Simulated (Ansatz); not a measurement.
Ansatz (an electronic-structure program) run on GaP (F-43m, 2 atoms in the cell): relaxation of cell and atoms.

Computed with LDA (PW92), PAW files made with PBE (plane waves; Ansatz).

```yaml
crystal:
  lattice:
    - [0.00000, 2.68083, 2.68083]
    - [2.68083, 0.00000, 2.68083]
    - [2.68083, 2.68083, 0.00000]
  atoms:
    - { symbol: Ga, position: [0.00000, 0.00000, 0.00000] }
    - { symbol: P, position: [0.25000, 0.25000, 0.25000] }
```

Reference input (self-consistent single point, DFT, LDA (PW92), plane waves, PAW files made with PBE): basis.ecutwfc = 420 eV; kpoints.mp_grid.grid = 9 9 9; hamiltonian.xc = lda; hamiltonian.pseudopotentials = {kind: paw} (an earlier, softer set of the program's PAW files); scf.occupations.method = fixed. This run's input differs from it in these lines:

Ansatz 0.2 input:
```diff
@@ -10,3 +10,3 @@
 basis:
-  ecutwfc: 420.0
+  ecutwfc: 250.0
 kpoints:
@@ -18,2 +18,4 @@
   occupations: { method: fixed }
+relax:
+  cell: {}
 output:
```

Output (repeated stretches shortened):

```
   [... SCF lines of the steps left out ...]
relax step   1: F+E_penalty+E_count = -4432.72742530 eV  Δ(F+E_penalty+E_count) = +0.000e0 eV  max|allowed force component| = 1.110e-16 eV/Å  Δτ_max = 0.0000 Å  P = +1.345 GPa  Ω = 38.534 Å³  (7 SCF iters, dr2 threshold 1.00e-7 eV, accepted)
relax step   2: F+E_penalty+E_count = -4432.65816440 eV  Δ(F+E_penalty+E_count) = +6.926e-2 eV  max|allowed force component| = 3.585e-17 eV/Å  Δτ_max = 0.0000 Å  P = -1.211 GPa  Ω = 38.910 Å³  energy of the carried Pulay correction = -6.941e-2 eV  [...]
   [... lines left out ...]
relax step  16: F+E_penalty+E_count = -4432.73001421 eV  Δ(F+E_penalty+E_count) = +2.254e-3 eV  max|allowed force component| = 5.782e-17 eV/Å  Δτ_max = 0.0000 Å  P = +0.000 GPa  Ω = 39.193 Å³  energy of the carried Pulay correction = -2.256e-3 eV  [...]
relax step  17: F+E_penalty+E_count = -4432.73001421 eV  Δ(F+E_penalty+E_count) = -1.290e-9 eV  max|allowed force component| = 4.857e-17 eV/Å  Δτ_max = 0.0000 Å  P = +0.038 GPa  Ω = 39.193 Å³  stress off target by 3.83e-2 GPa  SCF on the basis [...]
basis re-selected at this cell: Δ(F+E_penalty+E_count) = -1.290e-9 eV, ΔP = +0.038 GPa vs the last step
the relaxation is at rest under the 24 symmetry operations that the run kept from its start: a minimum is not shown …
Stability not checked: this state was not tested for a lower state beside it, because too few of the mixer's solves of this state at the end of the SCF gave a …
Free energy (F): -4432.730014 eV
Internal energy: -4432.730014 eV  (E = F + TS)
   [... lines left out ...]
Fermi energy:    7.188928 eV
   [... lines left out ...]
  cell:  # Å, volume = 39.1934 Å³
    - [1.3885985341419841e-33, 2.6960493201552134, 2.6960493201552134]
    - [2.6960493201552134, 1.1740109069924337e-32, 2.6960493201552134]
    - [2.6960493201552134, 2.6960493201552134, 1.0026791145335278e-32]
  atoms:
    - { symbol: Ga, position: [-1.3256854398676203e-33, 1.4027645255613062e-33, 1.4169829976795592e-33] }
    - { symbol: P, position: [0.25, 0.25, 0.25] }
```

The run converged. 

Summary of the result:
| Quantity | Result |
|---|---|
| Free energy E − TS (on the zero of these files) | -4432.7300 eV |
| Top of the valence band (on the code's own zero) | 7.19 eV |
| Gap on the k-point mesh | 1.41 eV |
| Pressure | 0.04 GPa |
| Final cell | a = b = c = 3.8128 Å, α = β = γ = 60.00° |
| Final volume per atom | 19.60 Å³ |
| Relaxation steps | 17 |

The starting cell comes from a database of computed structures (which also holds hypothetical and non-ambient phases and stackings), without a prior relaxation at this level. Its lattice was rescaled by a random factor within 2.5 % of one. The relaxation keeps the symmetry of its start, so its end need not be a minimum. Ansatz's pressure includes its estimate of the finite-basis (Pulay) stress. Without the estimate this run gives -29.42 GPa. The cutoff lies below the one recommended for these files.

Cost on one core of a shared machine: roughly 40 s.
